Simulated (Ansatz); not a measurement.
**A series of runs on BaAg2As2 (I4/mmm, 5 atoms in the cell)**

```yaml
crystal:
  lattice:
    - [-2.30125, 2.30125, 5.43360]
    - [2.30125, -2.30125, 5.43360]
    - [2.30125, 2.30125, -5.43360]
  atoms:
    - { symbol: Ba, position: [0.00000, 0.00000, 0.00000] }
    - { symbol: Ag, position: [0.75000, 0.25000, 0.50000] }
    - { symbol: Ag, position: [0.25000, 0.75000, 0.50000] }
    - { symbol: As, position: [0.38420, 0.38420, 0.00000] }
    - { symbol: As, position: [0.61580, 0.61580, 0.00000] }
```

Base run A: Ansatz (a program for electronic structure) with revPBE, default PAW files made with PBE, self-consistent single point.

Its settings: basis.ecutwfc = 420 eV; kpoints.mp_grid.grid = 10 10 10; hamiltonian.xc = revpbe; hamiltonian.pseudopotentials = {kind: paw} (the program's default PAW files); scf.occupations.method = methfessel_paxton; scf.occupations.width = 0.272 eV.

The starting cell comes from a database of published, mostly measured structures (it also holds non-ambient and calculated ones), without a prior relaxation at this level. In the base run, with a pressure of about 4 GPa the cell is away from its equilibrium volume at this level. Ansatz's pressure includes its estimate of the finite-basis (Pulay) stress. The run gives no clean gap (levels at the Fermi energy touch, overlap or are partly filled at this smearing), which alone does not show that the compound is a metal.

A dash stands where there is no value to compare (another energy zero or no entropy term, no result, no spin, no clean gap, or a mesh too coarse for one). 

Runs:
- B: hamiltonian.dispersion: default → d3bj [revPBE-D3BJ]
- C: hamiltonian.xc: revpbe → rpbe; hamiltonian.dispersion: default → d3bj [RPBE-D3BJ]
- D: hamiltonian.dispersion: default → d3bjatm [revPBE-D3BJ-ATM]
- E: hamiltonian.xc: revpbe → pbesol; hamiltonian.dispersion: default → d3bjatm [PBEsol-D3BJ-ATM]
- F: hamiltonian.dispersion: default → d4 [revPBE-D4]

```csv
run,pressure (GPa),largest force (eV/Å),dispersion energy (eV/atom)
A,4.31,0.169,–
B,-1.48,0.173,-0.811
C,-18.59,0.259,-2.410
D,-1.03,0.172,-0.779
E,-4.01,0.365,-0.401
F,-0.02,0.179,-0.634
```

Run D against A: The pressure goes from 4.31 to -1.03 GPa and the largest force moves little (0.169 to 0.172 eV/Å).

Run E against A: The pressure goes from 4.31 to -4.01 GPa and the largest force goes from 0.169 to 0.365 eV/Å.

Keys are those of Ansatz 0.2.
